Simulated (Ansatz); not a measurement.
## PBE against r2SCAN: Nb3Sn

Take Nb$_{3}$Sn in the A15 (Cr3Si type) structure (space group Pm-3n, No. 223; a = 5.3193 Å) as the base.

(Cell as relaxed with PBE.)

Levels (all Ansatz, an electronic-structure program, PAW): PBE (420 eV, no spin-orbit coupling); r2SCAN (500 eV, scalar-relativistic without spin-orbit coupling).

Each level relaxes its own structure.

| quantity | PBE | r2SCAN |
|---|---|---|
| volume per atom | 18.81 Å³ | … |
| lattice parameter a | 5.319 Å | … |
| band gap | zero | … |

**Question.** Predict the r2SCAN column.

**Answer.** 
- volume per atom, r2SCAN: 18.66 Å³
- lattice parameter a, r2SCAN: 5.304 Å
- band gap, r2SCAN: zero

PBE's volume per atom lies 0.158 Å³ above r2SCAN's (0.8 %); PBE's lattice parameter a lies 0.015 Å above r2SCAN's (0.3 %); the two agree on the band gap. Neither level is exact; r2SCAN is the comparison here, not a measurement.

Stability against distortions was not tested. The final runs are not spin-polarised.
